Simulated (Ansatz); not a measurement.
Worked example: self-consistent single point of Cu (Fm-3m, 1 atom in the cell) in Ansatz (a first-principles code).

Computed with PBE (plane waves, PAW; Ansatz).

```
Cu
1.0
    0.00000     1.81042     1.81042
    1.81042     0.00000     1.81042
    1.81042     1.81042     0.00000
Cu
1
Cartesian
  0.00000   0.00000   0.00000
```

Reference input (self-consistent single point, DFT, PBE, plane waves, default PAW files): basis.ecutwfc = 420 eV; kpoints.mp_grid.grid = 16 16 16; hamiltonian.xc = pbe; hamiltonian.pseudopotentials = {kind: paw} (the program's default PAW files); scf.occupations.method = gaussian; scf.occupations.width = 0.1 eV. This run's input differs from it in these lines:

Ansatz 0.2 input:
```diff
@@ -8,3 +8,3 @@
 basis:
-  ecutwfc: 420.0
+  ecutwfc: 565.0
 kpoints:
```

Output, abridged:

```
SCF iter   1: F=—  HF=-6625.178010 eV  |F-HF|=—  |Δ(HF+E_count)|=         —  Δρ=1.42e-3  dr2=1.23e-4  ethr=1.77e-3  ⟨swp⟩=5.4  Hψ=10288  notcnv=0
all-band conjugate gradients solve this SCF's bands
preconditioner: auto → none
SCF iter   2: F=—  HF=-6625.178101 eV  |F-HF|=—  |Δ(HF+E_count)|=   9.12e-5  Δρ=7.27e-4  dr2=3.10e-5  ethr=6.49e-7  ⟨swp⟩=2.1  Hψ=4103  notcnv=0
SCF iter   3: F=—  HF=-6625.178107 eV  |F-HF|=—  |Δ(HF+E_count)|=   5.27e-6  Δρ=1.40e-4  dr2=1.20e-6  ethr=1.63e-7  ⟨swp⟩=1.6  Hψ=2122  notcnv=0
   [... lines left out ...]
SCF iter   4: F=-6625.178106 eV  HF=-6625.178106 eV  |F-HF|=6.62e-8  |Δ(HF+E_count)|=   3.94e-7  Δρ=3.76e-5  dr2=3.72e-8  ethr=6.30e-9  ⟨swp⟩=2.0  Hψ=2738  notcnv=0
iter 5 did not close the SCF: its close was put off for the readings that it lacked (scf_convergence_deferred on its scf_iter line)
SCF iter   5: F=-6625.178106 eV  HF=-6625.178106 eV  |F-HF|=5.95e-10  |Δ(HF+E_count)|=   8.11e-8  Δρ=1.75e-6  dr2=2.43e-10  ethr=1.96e-10  ⟨swp⟩=2.0  Hψ=2857  notcnv=0
SCF iter   6: F=-6625.178106 eV  HF=-6625.178106 eV  |F-HF|=1.27e-11  |Δ(HF+E_count)|=  2.34e-10  Δρ=2.94e-7  dr2=2.78e-12  ethr=1.28e-12  ⟨swp⟩=1.8  Hψ=6598  notcnv=0
SCF 1 converged in 6 iterations: F = -6625.178106 eV  dr2 = 2.78e-12
Free energy (F): -6625.178106 eV
Internal energy: -6625.176513 eV  (E = F + TS)
E sigma→0 (E₀):  -6625.177310 eV
Entropy (-TS):   -0.001593 eV (-1.593 meV/atom)
Fermi energy:    16.627696 eV
--- Forces (eV/Å), atoms counted from 1 ---
  atom   1  Cu    -0.00000000     0.00000000     0.00000000
--- Stress (GPa, compression-positive) ---
        1.074958       0.000000       0.000000
        0.000000       1.074958      -0.000000
        0.000000      -0.000000       1.074958
  P = ⅓ Tr σ = 1.0750 GPa (10.750 kbar)
  The stress holds the Pulay correction. Without it, at fixed plane waves, as pw.x and ABINIT print it: P = 1.0635 GPa
```

The run converged in 6 iterations. Against the reference run the free energy goes down by 3.2 meV/atom and the pressure moves little (1.14 to 1.07 GPa).

The starting cell has typed, rounded lattice constants, without a prior relaxation at this level. Its lattice was rescaled by up to half a per cent. Spin polarisation is off. Ansatz's pressure includes its estimate of the finite-basis (Pulay) stress.
